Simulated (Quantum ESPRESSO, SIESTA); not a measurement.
## Pressure against volume in MoSi2-type MoSi2 (space group 139) (SIESTA, LDA)

```yaml
crystal:
  lattice:
    - [-1.54258, 1.54258, 3.77234]
    - [1.54258, -1.54258, 3.77234]
    - [1.54258, 1.54258, -3.77234]
  atoms:
    - { symbol: Si, position: [0.66500, 0.66500, 0.00000] }
    - { symbol: Si, position: [0.33500, 0.33500, 0.00000] }
    - { symbol: Mo, position: [0.00000, 0.00000, 0.00000] }
```

Method: LDA PW92, numerical atomic orbitals DZP, PseudoDojo LDA standard norm-conserving potentials (rewritten from UPF to PSML) run with SIESTA. Settings: XC.functional = LDA; XC.authors = PW92; potentials = PseudoDojo LDA standard; PAO.BasisSize = DZP; PAO.EnergyShift = 0.01 Ry; MeshCutoff = 455 Ry; kgrid.MonkhorstPack = 26 26 26; OccupationFunction = FD; ElectronicTemperature = 0.05 eV; MaxSCFIterations = 150; SCF.Mixer.Method = Pulay; SCF.Mixer.Weight = 0.2; SCF.Mixer.History = 6; SCF.DM.Tolerance = 1.0E-04. The cell above is the first row's. The rows scale it uniformly. In all rows fractional positions and the k mesh are held.

```csv
V (Å^3/atom),P (GPa)
11.9686,?
12.2288,17.95
12.4890,11.87
12.7492,6.41
13.0094,1.54
13.2695,-2.82
13.5297,-6.72
13.7899,-10.25
14.0501,-13.36
```

Problem. Using a cubic, estimate the missing P at V = 11.9686 from the other rows, showing the fit.

Solution. With u = V - 13.1, the rows have u = -0.8712, -0.6110, -0.3508, -0.0906, 0.1695, 0.4297, 0.6899, 0.9501. Least squares gives P = -0.039 - 17.0579·u + 3.6725·u² - 0.5113·u³. Residuals (row less fit): 0.003, -0.001, -0.009, 0.003, 0.007, 0.011, -0.023, 0.009; standard error 0.015 (degrees of freedom: 4). The fitted pressure is zero at V0 = 13.10, where dP/dV = -17.07, so B0 = -V0·dP/dV = 224 GPa. At the withheld row, u = -1.1314, so P = -0.039 - 17.0579 × (-1.1314) + 3.6725 × (-1.1314)² - 0.5113 × (-1.1314)³ = 24.702 GPa. The calculation gives 24.73 GPa, 0.028 GPa above the prediction (0.1 % of the range of P in the table). The row lies outside the fitted rows, so this is an extrapolation. From the scatter of the fitted rows alone, a prediction at this place has a standard error of 0.039 GPa, so the miss is 0.7 times that.

Carrying the step between the two nearest rows on in a straight line would have given 24.03, off by 0.70; series whose last step already gives the withheld value aren't shown. The scan was laid around a cell of about the measured size, scaled by a guess for this functional; axis ratios and inner coordinates come from that cell. The runs keep the symmetry of the cell, so they don't test it for distortions. A plane-wave scan with the same functional (Quantum ESPRESSO, GBRV) gives V0 = 13.06 Å^3/atom and B0 = 228 GPa; a Birch-Murnaghan fit to all rows here lies 0.3 % from it in V0 and -2 % in B0; the two differ in basis, and may differ in potentials and mesh. Spin polarisation is off. Values carry the incompleteness of an atom-centred basis. The shape of the cell and the inner coordinates aren't relaxed, so V0 and B0 belong to this uniform scaling; a relaxed crystal lies no higher in energy and is usually softer (forces reach 0.22 eV/Å in these rows). Cutoffs and mesh are single choices, not tested for convergence of this quantity. Series with a scatter that would blur these digits, or in which a gap closes, are not shown.
